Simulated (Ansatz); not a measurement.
Given:

```
CELL_PARAMETERS angstrom
      2.50465     1.44136     4.48074
     -2.50465     1.44136     4.48074
      0.00000    -2.88607     4.48182
ATOMIC_POSITIONS crystal
  Ga 0.35550 0.35573 0.35599
  Ga 0.14427 0.14450 0.14401
  Ga 0.64450 0.64427 0.64401
  Ga 0.85573 0.85550 0.85599
  O  0.55275 0.94725 0.25000
  O  0.25001 0.55273 0.94716
  O  0.94727 0.24999 0.55284
  O  0.44725 0.05275 0.75000
  O  0.74999 0.44727 0.05284
  O  0.05273 0.75001 0.44716
```

No spin polarisation.

All numbers come from Ansatz (a first-principles code) PBEsol, no spin-orbit coupling. Γ-centred 8×8×8 mesh, Fermi–Dirac width 0.05 eV.

Estimate the gap character.

Indirect, Γ–C (50 % along) → Γ.

Predict the space group.

C2/c (No. 15).

Load acts through the strain it causes; cell and atoms are relaxed under it. Beyond what the load breaks, stability against distortions was not tested. The cell was made from Ga2O3 in the corundum structure (space group R-3c, No. 167) by this change: uniaxial stress, 0.5 GPa tension along x.
